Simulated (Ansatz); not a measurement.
For HfSiO4 (I4₁/amd, No. 141; start COD 9000852), PBE (PAW; Ansatz, a quantum-chemistry and plane-wave program) gives:

lattice parameter a: 6.647 Å
lattice parameter c: 6.014 Å
cohesive energy: 7.05 eV/atom

### Question
What does r²SCAN+rVV10 (Ansatz, plane waves, PAW) give for the same quantities?

### Answer

- lattice constant a: 6.565 Å (decreases by 1.2 %)
- lattice parameter c: 5.967 Å (drops by 0.8 %)
- cohesive energy: 7.33 eV/atom (increases by 0.28 eV/atom)

Changes are worked out from the printed values.

Unless a cell is named, each level is at its own relaxed cell (PBE 11.07, r²SCAN+rVV10 10.72 Å³/atom).

Levels without +SOC leave out spin–orbit coupling, which shifts energies and cells of such heavy elements.

Caveats: the relaxation could not lower the start's symmetry, so the cell can be a saddle point above a distorted one (PBE, r²SCAN+rVV10). Ansatz's density-functional and Hartree–Fock values are scalar-relativistic unless marked +SOC, with PAW data made under PBE.
